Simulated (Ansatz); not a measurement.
Abridged Ansatz (a quantum-chemistry and plane-wave program) output:

```
Relaxation: its limit of steps is 50 (relax.max_steps)
Pseudopotential: C, paw, valence charge 4
Crystal: 2 atoms, lattice volume = 11.390 Å³
Basis set: ecut = 420 eV, 229 PW (Γ), exchange–correlation on 36×36×36 points (8 copies of the dense FFT grid, shifted against one another)
Bands: 8, of which v1, the nominal top of the filled ones, is band 4 counted from 1 (3 counted from 0)
Symmetry: 48 space group operations
k-points: 145 of 4096
Functional: x = pbesol(κ = 0.804, μ = 0.12345679012345678), c = pbesol(β = 0.046)
SCF iter   1: F=—  HF=-493.333181 eV  |F-HF|=—  |Δ(HF+E_count)|=         —  Δρ=5.19e-3  dr2=2.54e-3  ethr=1.77e-3  ⟨swp⟩=4.8  Hψ=7515  notcnv=0
SCF iter   2: F=—  HF=-493.332516 eV  |F-HF|=—  |Δ(HF+E_count)|=   6.66e-4  Δρ=2.08e-3  dr2=4.02e-4  ethr=3.17e-5  ⟨swp⟩=1.1  Hψ=2360  notcnv=0
SCF 1 converged in 6 iterations: F = -493.332447 eV  dr2 = 3.54e-14
relax step   1: F+E_penalty+E_count = -493.33244713 eV  Δ(F+E_penalty+E_count) = +0.000e0 eV  max|allowed force component| = 2.776e-17 eV/Å  Δτ_max = 0.0000 Å  (6 SCF iters, accepted)
SCF converged after 6 iterations
Free energy (F): -493.332447 eV
Internal energy: -493.332447 eV  (E = F + TS)
E sigma→0 (E₀):  -493.332447 eV
Fermi energy:    15.199649 eV
--- Forces (eV/Å), atoms counted from 1 ---
  atom   1  C     -0.00000000     0.00000000     0.00000000
  atom   2  C      0.00000000     0.00000000     0.00000000
--- Stress (GPa, compression-positive) ---
       -6.544172      -0.000000      -0.000000
        0.000000      -6.544172       0.000000
       -0.000000      -0.000000      -6.544172
  P = ⅓ Tr σ = -6.5442 GPa (-65.442 kbar)
--- Relaxed structure (1 steps of the walk, 1 accepted, 0 SCFs on fresh bases) ---
  atoms:
    - { symbol: C, position: [0.0, 0.0, 0.0] }
    - { symbol: C, position: [0.25, 0.25, 0.25] }
```

Task: What was computed, and what are the main results?

Result: C, 2 atoms in the cell, with PBEsol, PAW, 420 eV (Ansatz; no spin-orbit coupling). The last SCF converged to F = -493.332447 eV, or -246.6662 eV per atom, at a pressure of -6.54 GPa. The total energy compares only with runs of the same code, potentials and settings.

The cells carry an imposed strain or load. No phonon test of stability was made. The cell was made from C in the diamond structure (space group Fd-3m, No. 227) by this change: isotropic strain +0.50 %.

Keys are those of Ansatz 0.2.
